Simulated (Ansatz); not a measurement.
For TiC2 (model structure, P6/mmm, No. 191, 3 atoms in the cell), LDA (plane waves, PAW; Ansatz, a quantum-chemistry and plane-wave program) gives:

- lattice constant a: 2.642 Å
- lattice parameter c: 3.716 Å
- bulk modulus: 267 GPa
- cohesive energy: 7.75 eV/atom

Task: What does r²SCAN (plane waves, PAW; Ansatz) give for the same quantities?

Result: 
- lattice constant a: 2.659 Å (goes up by 0.6 %)
- lattice parameter c: 3.858 Å (goes up by 3.8 %)
- bulk modulus: 250 GPa (decreases by 6.4 %)
- cohesive energy: 6.11 eV/atom (decreases by 1.64 eV/atom)

Changes are worked out from the printed values.

Unless a cell is named, each level is at its own relaxed cell (LDA 7.49, r²SCAN 7.87 Å³/atom).

Caveats: the bulk modulus is −V dP/dV from two relaxed cells at ±2 % in volume (LDA, r²SCAN). Ansatz's density-functional and Hartree–Fock values are scalar-relativistic unless marked +SOC, with PAW data made under PBE.

A model structure was made by putting elements into a prototype or built by hand; it is no filed structure, need not be a known phase, and can be a saddle point held by its symmetry.
